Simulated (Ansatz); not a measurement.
TaC (model structure, started from the CsCl type, Pm-3m, No. 221, 2 atoms in the cell) was calculated with LDA (plane waves, PAW; Ansatz, a first-principles code).

Numerical settings: plane-wave cutoff 520 eV, 20×20×20 k mesh, Fermi–Dirac smearing 0.05 eV, scalar-relativistic PAW data made under PBE.

Cell (relaxed at this level):

Space group Pm-3m (No. 221); a = 2.750 Å, b = 2.750 Å, c = 2.750 Å, α = 90.00°, β = 90.00°, γ = 90.00°

```json
[
 {"atom": "Ta", "site": "1a", "symmetry": "m-3m", "x": "0.0000", "y": "0.0000", "z": "0.0000"},
 {"atom": "C", "site": "1b", "symmetry": "m-3m", "x": "0.5000", "y": "0.5000", "z": "0.5000"}
]
```

Estimate the bulk modulus that the calculation returns.


* **bulk modulus**: 328 GPa

The run finds no gap.

Note: the bulk modulus is −V dP/dV from two relaxed cells at ±2 % in volume; the relaxation could raise the start's symmetry but not lower it, so the cell can be a saddle point.

Spin–orbit coupling is not included; it can open a gap where bands touch, and shift volumes and moduli.

Static lattice: no zero-point or thermal effects.

It cost around 25 core-seconds (rough) of CPU time.

A model structure was made by putting elements into a prototype or built by hand; it is no filed structure, need not be a known phase, and can be a saddle point held by its symmetry.
